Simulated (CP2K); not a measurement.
Band structure of ZnF2 (P4_2/mnm, 6 atoms in the cell).

```xyz
6
Lattice="4.7693 0.0000 0.0000 0.0000 4.7693 0.0000 0.0000 0.0000 3.1771" Properties=species:S:1:pos:R:3 pbc="T T T"
Zn     2.3846     2.3846     1.5885
Zn     0.0000     0.0000     0.0000
F      3.3235     3.3235     0.0000
F      1.4458     1.4458     0.0000
F      3.8304     0.9389     1.5885
F      0.9389     3.8304     1.5885
```

Computed with PBE, GPW, DZVP-MOLOPT-SR-GTH basis, GTH-PBE potentials (GTH_POTENTIALS) (CP2K).

Settings: CUTOFF = 600 Ry; REL_CUTOFF = 40 Ry; SMEAR/METHOD = FERMI_DIRAC; ELECTRONIC_TEMPERATURE = 232.09 K; KPOINTS/SCHEME = MONKHORST-PACK 5 5 7; XC_FUNCTIONAL = PBE; Zn/BASIS_SET = DZVP-MOLOPT-SR-GTH; Zn/POTENTIAL = GTH-PBE-q12; F/BASIS_SET = DZVP-MOLOPT-SR-GTH; F/POTENTIAL = GTH-PBE-q7; METHOD = GPW; EPS_DEFAULT = 1e-10; EXTRAPOLATION = USE_GUESS; NGRIDS = 5.

The starting cell comes from a database of computed structures (which also holds hypothetical and non-ambient phases and stackings), without a prior relaxation at this level. Its lattice was rescaled by a random factor within 2.5 % of one. Values carry the incompleteness of an atom-centred basis.

**Question.** Predict the gap along the standard path and the places of the band edges.

**Answer.** The gap along the path is 3.46 eV, direct at Γ to within 0.01 eV.

Levels in eV from the top of the valence band on the SCF mesh, bands 23 to 27:
| point | 23 | 24 | 25 | 26 | 27 |
|---|---|---|---|---|---|
| Γ | -0.90 | -0.28 | -0.28 | 0.00 | 3.46 |
| X | -0.58 | -0.58 | -0.36 | -0.36 | 6.03 |
| M | -1.04 | -1.04 | -0.30 | -0.30 | 6.92 |
| Z | -1.18 | -1.18 | -1.17 | -1.17 | 8.20 |
| R | -1.14 | -1.14 | -0.02 | -0.02 | 8.73 |
| A | -1.18 | -1.18 | -0.74 | -0.74 | 8.04 |

Higher empty bands are left out: an atom-centred basis made for the valence describes them poorly.
